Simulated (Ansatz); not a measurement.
Consider Mg2Ge in the anti-fluorite structure (space group Fm-3m, No. 225; a = 6.286 Å). Axes: x, y, z lie along the cube axes.

Computed with plane-wave PAW DFT at the LDA level (Ansatz, a quantum-chemistry and plane-wave program, 420 eV), without spin-orbit coupling.

For the base:

The shortest interatomic distance comes out as 272.2 pm and the smallest direct gap is 1.16 eV. The valence-band top at Γ is 0.00, 0.00, 0.00 eV.

Perturbation: biaxial strain +0.42 %, plane normal [111], relaxed out of plane (Cartesian); in-plane vectors clamped, the third vector and the atoms free.

How does this affect the shortest interatomic distance, smallest direct gap and valence-band top at Γ?

The shortest interatomic distance shrinks by 0.3 pm (272.2 pm → 271.9 pm); the smallest direct gap shrinks by 0.06 eV to 1.10 eV; the valence-band top at Γ (three highest levels, from the VBM) goes from 0.00, 0.00, 0.00 eV to 0.00, -0.03, -0.03 eV.

Whether these cells are dynamically stable was not tested. A zero or small gap of Mg2Ge can be the functional's error rather than a property of the material.
